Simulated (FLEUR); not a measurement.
Input and output of a self-consistent single point for Pd (Fm-3m, 1 atom in the cell) (FLEUR).

Method of the run: PBE, all-electron FLAPW (FLEUR), scalar-relativistic valence run with FLEUR.

```yaml
crystal:
  lattice:
    - [0.00000, 1.95084, 1.95084]
    - [1.95084, 0.00000, 1.95084]
    - [1.95084, 1.95084, 0.00000]
  atoms:
    - { symbol: Pd, position: [0.00000, 0.00000, 0.00000] }
```

Reference input (self-consistent single point, DFT, PBE, all-electron FLAPW (FLEUR), scalar-relativistic valence): Kmax = 4.1 1/bohr; GmaxXC = 12.3 1/bohr; xcFunctional = pbe; jspins = 1; l_soc = F; mode = hist; fermiSmearingEnergy = 0.00367493 Htr; mesh (inpgen div1-3) = 10 10 10; inpgen gamma flag = true; Gmax = 12.3 1/bohr; numbands = 0; maxIterBroyd = 25. This run's input differs from it in these lines:

```diff
@@ -13,3 +13,3 @@
 &comp jspins=1 /
-&kpt div1=10 div2=10 div3=10 gamma=t /
+&kpt div1=10 div2=10 div3=10 /
 &end /
```

Output, abridged:

```
 Iteration:     1   Distance:      13.66738985 me/bohr^3
 Iteration:     2   Distance:      11.70997557 me/bohr^3
 Iteration:     3   Distance:       3.89791455 me/bohr^3
 Iteration:     4   Distance:       1.53422263 me/bohr^3
 Iteration:     5   Distance:       0.81380098 me/bohr^3
   [... 4 lines left out ...]
 Iteration:    10   Distance:       0.00019784 me/bohr^3
 Iteration:    11   Distance:       0.00003020 me/bohr^3
 Iteration:    12   Distance:       0.00004145 me/bohr^3
 Iteration:    13   Distance:       0.00000022 me/bohr^3
 Run finished successfully
 Stop message:
   Structural relaxation: Done

[file out, last iteration]
             iter=     14
[...]
          total density-effective poten   -8.2820098416E+03
          total charge density-energy d   -1.4420510190E+02
 Updated energy parameters for spin:           1
[...]
 fermi energy and band-weighting factors:

[...]
FERMIE:
          first approx. to ef    (T=0)  :   0.397776 htr   (energy of the highest occ. eigenvalue)
          number of occ. states  (T=0)  :        888
          first approx. to seigv (T=0)  :  -5.554737 htr
          sum of weights of occ. states :   8.002000
          sum of semicore charge        :   0.000000 e
FERHIS:  Fermi-Energy by histogram:
          bandgap                     :   0.000821 htr
   [... lines left out ...]
          charge neutrality (T=0)     :   0.004000    (zero if the highest occ. eigenvalue is "entirely" occupied)
     EF_NEWTON:  Adjust Fermi-Energy by Newton-Method.
 Direct bandgap for spin            1 :    6.4254682971137678E-003  Htr
   [... lines left out ...]
 ---->    (input%tkb*entropy) TS=              0.0023900823 htr
 ---->    free energy=                     -5047.0506234653 htr
      extrapolation for T->0
 ---->    total electron energy=           -5047.0494284242 htr
 ***** TOTAL FORCES ON ATOMS *****
 TOTAL FORCE FOR ATOM TYPE=  1  X=  0.000   Y=  0.000   Z=  0.000
                       FX_TOT= 0.000000 FY_TOT= 0.000000 FZ_TOT= 0.000000
 Structural relaxation: Done
```

The run converged in 13 iterations. FLEUR gives forces in its relaxation mode, with a further iteration, so its stop message speaks of a relaxation. Against the reference run the free energy rises by 7.7 meV/atom.

The starting cell has typed, rounded lattice constants, without a prior relaxation at this level. Its lattice was rescaled by up to half a per cent. Spin polarisation is off. Values depend on the basis (sphere radii, cutoffs, local orbitals), which need not be converged. The log's line on a gap gives a spacing of levels on this mesh, which the program prints for metals too.
